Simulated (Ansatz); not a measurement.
**BeTe: response to strain**

Consider BeTe in the zinc blende structure (space group F-43m, No. 216).

Space group F-43m (No. 216); a = 5.664 Å, b = 5.664 Å, c = 5.664 Å, α = 90.00°, β = 90.00°, γ = 90.00°

```tsv
atom	site	symmetry	x	y	z
Be	4a	-43m	0.0000	0.0000	0.0000
Te	4d	-43m	0.7500	0.7500	0.7500
```
(The calculation used a cell of 2 atoms; values per cell refer to that cell.)

Strains are applied to the cell and any free atomic positions relax.

Method: PBE (Ansatz, a program for electronic structure; PAW; 420 eV plane waves; spin-orbit coupling left out).

Notes on the quantities. energy relative to the base: free energy F.

```tsv
change	energy relative to the base	band gap	pressure	width of the top valence band	smallest direct gap
base	0 meV/atom	2.03 eV	0.1 kbar	3.12 eV	3.64 eV
isotropic strain −2.50 %	+24 meV/atom	1.84 eV	50.0 kbar	3.49 eV	3.58 eV
isotropic strain −2.00 %	+15 meV/atom	1.88 eV	38.7 kbar	3.41 eV	3.59 eV
isotropic strain −1.50 %	+8.5 meV/atom	1.92 eV	28.1 kbar	3.34 eV	3.61 eV
isotropic strain −0.50 %	+0.9 meV/atom	1.99 eV	8.8 kbar	3.19 eV	3.63 eV
isotropic strain +0.50 %	+0.9 meV/atom	2.06 eV	-8.1 kbar	3.05 eV	3.60 eV
isotropic strain +1.00 %	+3.5 meV/atom	2.10 eV	-15.8 kbar	2.98 eV	3.49 eV
isotropic strain +1.50 %	+7.7 meV/atom	2.13 eV	-23.0 kbar	2.92 eV	3.39 eV
isotropic strain +2.00 %	+14 meV/atom	2.16 eV	-29.7 kbar	2.85 eV	3.29 eV
isotropic strain +3.00 %	+30 meV/atom	2.22 eV	-41.9 kbar	2.73 eV	3.09 eV
```

With Te present, leaving out spin-orbit coupling can change the band edges. No phonon test of stability was made.
